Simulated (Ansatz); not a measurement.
Bi2O2Te (model structure, started from the La2SO2 type, P-3m1, No. 164, 5 atoms in the cell), treated with PBE (PAW; Ansatz, a quantum-chemistry and plane-wave program).

Settings: plane-wave cutoff 520 eV, scalar-relativistic PAW data made under PBE.

Cell (relaxed at this level):

```xyz
5
Lattice="4.1010 0.0000 0.0000 -2.0505 3.5516 0.0000 0.0000 0.0000 7.4150" Properties=species:S:1:pos:R:3 pbc="T T T"
Bi     2.0505     1.1839     5.9257
Bi     0.0000     2.3677     1.4893
Te     0.0000     0.0000     3.7075
O      2.0505     1.1839     0.8459
O      0.0000     2.3677     6.5691
```

Problem. Estimate the bulk modulus B0 that the calculation returns.

Solution. 
* **bulk modulus B0**: 77.4 GPa

Note: the bulk modulus is −V dP/dV from two relaxed cells at ±2 % in volume; the relaxation could raise the start's symmetry but not lower it, so the cell can be a saddle point.

Spin–orbit coupling is not included; it can shift volumes and moduli of such heavy elements.

Cost on a shared machine: very roughly 2.8 core-minutes.

A model structure was made by putting elements into a prototype or built by hand; it is no filed structure, need not be a known phase, and can be a saddle point held by its symmetry.
